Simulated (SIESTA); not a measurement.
# A self-consistent single point of CdH2O2 (P1, 10 atoms in the cell) with SIESTA

Method: GGA PBEsol, numerical atomic orbitals DZP, PseudoDojo PBEsol standard norm-conserving potentials (rewritten from UPF to PSML) (SIESTA).

The input file:

```
# files in the folder: Cd.psml H.psml O.psml (PseudoDojo PBEsol standard)
SystemName  Cd(HO)2
SystemLabel siesta

NumberOfAtoms                10
NumberOfSpecies              3
%block ChemicalSpeciesLabel
  1 48 Cd
  2 1 H
  3 8 O
%endblock ChemicalSpeciesLabel
LatticeConstant              1.0 Bohr
%block LatticeVectors
     6.624586108    0.000000000    0.000000000
    -0.116938142   10.895816904    0.000000000
    -3.255907406   -5.218627982    9.809522960
%endblock LatticeVectors
AtomicCoordinatesFormat      Fractional
%block AtomicCoordinatesAndAtomicSpecies
     0.170740000    0.154850000    0.314250000  1
     0.863750000    0.842470000    0.701480000  1
     0.542310000    0.725270000    0.027380000  2
     0.349140000    0.307550000    0.994830000  2
     0.878680000    0.373030000    0.718450000  2
     0.163890000    0.663220000    0.291380000  2
     0.537490000    0.886650000    0.012140000  3
     0.069600000    0.305110000    0.994790000  3
     0.796110000    0.397440000    0.561660000  3
     0.239080000    0.836290000    0.447900000  3
%endblock AtomicCoordinatesAndAtomicSpecies

XC.functional                GGA
XC.authors                   PBEsol
PAO.BasisSize                DZP
PAO.EnergyShift              0.005 Ry
MeshCutoff                   400 Ry
%block kgrid.MonkhorstPack
    6   0   0  0.5
    0   4   0  0.5
    0   0   4  0.5
%endblock kgrid.MonkhorstPack
OccupationFunction           MP
OccupationMPOrder            0
ElectronicTemperature        0.05 eV

MaxSCFIterations             150
SCF.Mixer.Method             Pulay
SCF.Mixer.Weight             0.1
SCF.Mixer.History            8
SCF.DM.Tolerance             1.0E-05
Diag.ParallelOverK           true
WriteForces                  true
```

The program printed (abridged):

```
reinit: Reading from file input.fdf

reinit: System Name: Cd(HO)2
reinit: System Label: siesta

coor:   Atomic-coordinates input format  =     Fractional

siesta: Atomic coordinates (Bohr) and species
siesta:      0.08981   0.04726   3.08264  1        1
siesta:      3.33952   5.51864   6.88118  1        2
siesta:      3.41862   7.75952   0.26858  2        3
siesta:     -0.96213  -1.84064   9.75881  2        4
siesta:      3.43806   0.31514   7.04765  2        5
siesta:      0.05944   5.70572   2.85830  2        6
siesta:      3.41744   9.59742   0.11909  3        7
siesta:     -2.81355  -1.86702   9.75842  3        8
siesta:      3.39871   1.39934   5.50962  3        9
siesta:      0.02769   6.77464   4.39369  3       10

siesta: System type = bulk

initatomlists: Number of atoms, orbitals, and projectors:     10   110   108

siesta: ******************** Simulation parameters ****************************
redata: Spin configuration                          = none
redata: Time-Reversal Symmetry                      = T
redata: Number of Atomic Species                    =        3
redata: Mesh Cutoff                                 =   400.0000 Ry
redata: Net charge of the system                    =     0.0000 |e|
redata: Min. number of SCF Iter                     =        0
redata: Max. number of SCF Iter                     =      150
redata: SCF convergence failure will abort job
redata: SCF mix quantity                            = Hamiltonian
redata: Mix DM or H after convergence               =   F
redata: Recompute H after scf cycle                 =   F
redata: Mix DM in first SCF step                    =   T
redata: No kicks to SCF
redata: DM Mixing Weight for Kicks                  =     0.5000
redata: Require Harris convergence for SCF          =   F
redata: Harris energy tolerance for SCF             =     0.000100 eV
redata: Require DM convergence for SCF              =   T
   [... lines left out ...]
diag: Used triangular part                          = Lower
diag: Absolute tolerance                            =  0.100E-15
diag: Orthogonalization factor                      =  0.100E-05
diag: Memory factor                                 =  1.0000

superc: Internal auxiliary supercell:     7 x     5 x     5  =     175
superc: Number of atoms, orbitals, and projectors:   1750  19250  18900

                        Single-point calculation

superc: Internal auxiliary supercell:     7 x     5 x     5  =     175
superc: Number of atoms, orbitals, and projectors:   1750  19250  18900

outcell: Unit cell vectors (Ang):
        3.505580    0.000000    0.000000
       -0.061881    5.765818    0.000000
       -1.722952   -2.761579    5.190976

outcell: Cell vector modules (Ang)   :    3.505580    5.766150    6.127080
outcell: Cell angles (23,13,12) (deg):    116.5945    106.3320     90.6149
outcell: Cell volume (Ang**3)        :    104.9228
new_DM -- step:     1
Initializing Density Matrix...

Attempting to read DM from file... Failed...
DM filled with atomic data:

InitMesh: MESH = 40 x 64 x 64 = 163840
InitMesh: Mesh cutoff (required, used) =   400.000   400.893 Ry

stepf: Methfessel-Paxton step function
       Using Hermite-Gauss polynomials of order  0
        iscf     Eharris(eV)        E_KS(eV)     FreeEng(eV)     dDmax    Ef(eV) dHmax(eV)
   scf:    1   -11362.642225   -11380.431106   -11380.431106  1.637264 -6.282361  9.929363
   scf:    2   -11390.137912   -11385.559494   -11385.559494  0.096632 -4.794408  7.351080
   scf:    3   -11392.222472   -11391.020026   -11391.020026  0.400118 -4.472059  0.785591
   scf:    4   -11391.051505   -11391.036096   -11391.036096  0.004000 -4.470372  0.687326
   scf:    5   -11391.143967   -11391.112991   -11391.112991  0.034587 -4.661631  0.106608
   scf:    6   -11391.115666   -11391.114445   -11391.114445  0.008066 -4.643753  0.050013
   [... 5 lines left out ...]
   scf:   12   -11391.115012   -11391.115012   -11391.115012  0.000074 -4.629703  0.000143
   scf:   13   -11391.115012   -11391.115012   -11391.115012  0.000011 -4.629742  0.000105
   scf:   14   -11391.115012   -11391.115012   -11391.115012  0.000013 -4.629767  0.000077
   scf:   15   -11391.115012   -11391.115012   -11391.115012  0.000014 -4.629790  0.000049
   scf:   16   -11391.115012   -11391.115012   -11391.115012  0.000003 -4.629791  0.000043
SCF Convergence by DM+H criterion
max |DM_out - DM_in|         :     0.0000026725
max |H_out - H_in|      (eV) :     0.0000426495
SCF cycle converged after 16 iterations

Using DM_out to compute the final energy and forces

siesta: E_KS(eV) =           -11391.1150

siesta: E_KS - E_eggbox =    -11391.1150

siesta: Atomic forces (eV/Ang):
     1    0.027688    0.005524   -0.040039
     2    0.030262   -0.063126    0.044748
     3    0.001661   -0.751491    0.021392
     4    0.644031    0.009624    0.005536
     5    0.035310   -0.451627    0.648469
     6    0.044586   -0.470436   -0.620298
     7   -0.014543    1.035904   -0.073035
     8   -0.718313   -0.152481    0.045670
     9   -0.027832    0.375289   -0.714082
    10   -0.019398    0.460792    0.683984
   Tot    0.003451   -0.002029    0.002347
   Max    1.035904
   Res    0.415340    sqrt( Sum f_i^2 / 3N )
   Max    1.035904    constrained

Stress tensor Voigt[x,y,z,yz,xz,xy] (kbar):       43.09       28.47       40.37        3.68       -0.43        2.12
(Free)E + p*V (eV/cell)   -11393.5582
Target enthalpy (eV/cell)   -11391.1150

siesta: Program's energy decomposition (eV):
siesta: Ebs     =     -1874.686476
siesta: Eions   =     16412.437619
siesta: Ena     =      2254.679638
siesta: Ekin    =      4613.845864
siesta: Enl     =       -78.087731
siesta: Eso     =         0.000000
siesta: Edftu   =         0.000000
siesta: DEna    =        22.026996
siesta: DUscf   =         3.534001
siesta: DUext   =         0.000000
siesta: Ex      =     -1681.905265
siesta: Ec      =      -112.770896
siesta: Exc     =     -1794.676161
siesta: Eharris =    -11391.115012
siesta: Etot    =    -11391.115012
siesta: FreeEng =    -11391.115012

siesta: Atomic forces (eV/Ang):
siesta:      1    0.027688    0.005524   -0.040039
siesta:      2    0.030262   -0.063126    0.044748
siesta:      3    0.001661   -0.751491    0.021392
siesta:      4    0.644031    0.009624    0.005536
siesta:      5    0.035310   -0.451627    0.648469
siesta:      6    0.044586   -0.470436   -0.620298
siesta:      7   -0.014543    1.035904   -0.073035
siesta:      8   -0.718313   -0.152481    0.045670
siesta:      9   -0.027832    0.375289   -0.714082
siesta:     10   -0.019398    0.460792    0.683984
siesta: ----------------------------------------
siesta:    Tot    0.003451   -0.002029    0.002347

siesta: Stress tensor (static) (eV/Ang**3):
siesta:     0.026894    0.001323   -0.000267
siesta:     0.001323    0.017768    0.002294
siesta:    -0.000267    0.002294    0.025196

siesta: Cell volume =        104.922791 Ang**3

siesta: Pressure (static):
siesta:                Solid            Molecule  Units
siesta:          -0.00025362         -0.00041620  Ry/Bohr**3
siesta:          -0.02328602         -0.03821413  eV/Ang**3
siesta:         -37.30831338        -61.22579079  kBar
```

The run converged in 16 iterations.

The starting cell comes from a database of computed structures (which also holds hypothetical and non-ambient phases and stackings), without a prior relaxation at this level. Values carry the incompleteness of an atom-centred basis. With a pressure of about -4 GPa the cell is away from its equilibrium volume at this level. Forces in this geometry exceed 1 eV/Å.

Cost on one core of a shared machine: roughly 60 s.
